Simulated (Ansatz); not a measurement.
## Point defects in AlN

Base system: a 32-atom supercell of AlN in the wurtzite structure (space group P6_3mc, No. 186; a = 3.1136 Å, c = 4.9832 Å) at its relaxed geometry.

One neutral defect a cell, atoms relaxed at fixed cell.

Computed with Ansatz (a quantum-chemistry and plane-wave program) PBEsol, no SOC, earlier PAW set.

| variant | gap of the supercell | largest displacement of a host atom from its site in the perfect cell | pressure | total moment of the cell |
|---|---|---|---|---|
| perfect supercell | 4.10 eV | – | 0.0 GPa | – |
| Al on a N site (antisite) | zero | 0.67 Å | 10.8 GPa | 0.8 μB |
| B on a Al site | 3.83 eV | 0.23 Å | -6.0 GPa | 0.0 μB |
| Al vacancy | 0.14 eV | 0.22 Å | 2.1 GPa | 3.0 μB |

The magnetic state is the one reached from the starting moments; the real material's order can differ, and small cells can't hold many antiferromagnetic ones. The cell is small, so the values are those of an ordered compound at a high defect concentration; dilute-limit values will differ. A case with no gap was solved on a k-mesh chosen for an insulator, which is coarse for it. Seeded moments were not kept for B on a Al site.
